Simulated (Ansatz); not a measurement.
Amorphous Si24O59P4Na2, 89 atoms at 2.26 g/cm³, one PBE-relaxed geometry, zone centre. Methods: PBE, scalar-relativistic without spin-orbit coupling (Ansatz, a program for electronic structure); r2SCAN, scalar-relativistic without spin-orbit coupling (Ansatz); HSE06, scalar-relativistic without spin-orbit coupling (Ansatz). Plane waves to 420 eV (r2SCAN 500 eV); exact exchange is cut at the cell's faces. At PBE the levels at the filled edge of the gap are localised (band-tail or defect states), and the nearest spread-out levels lie 5.2 eV apart at the zone centre. The higher rungs were started with moments on some atoms, which died out.

Preparation: random packing, a CHGNet melt and quench, and a DFT relaxation. O atoms were pushed apart under 1.9 Å during the dynamics, to hinder bonds among them. The hot cell started wider than the set density and was brought back towards it in steps. It is the lowest in DFT energy of 2 quenches. It is a model cell: composition and starting density were chosen by hand, and all elements were melted together. No dispersion term was used. Its density started from a set value of 2.23 and ended at 2.26 g/cm³. The simulated quench (nominally 480 K/ps over its main leg) is rapid and tends to freeze in more defects than a deposited or slowly cooled glass has. A cell of this size samples the disorder only roughly. The volume was free in the relaxation, at fixed shape. Stress components on the final sampling reach 1.8 GPa.

The relaxation ran on the zone centre alone. At PBE the level gap is 3.77 eV on a 2×2×2 Γ-centred mesh, and the spacing at the zone centre alone 3.77 eV.

Task: What zone-centre spacing does r2SCAN give, roughly?

Result: 4.43 eV (+0.66 eV against PBE).

Task: What zone-centre spacing does HSE06 give, roughly?

Result: 5.52 eV (+1.74 eV against PBE).

The highest filled and the lowest empty state spread over these numbers of atoms (participation numbers): PBE: 2.7 and 58.1; r2SCAN: 2.6 and 60.4; HSE06: 2.6 and 58.7.
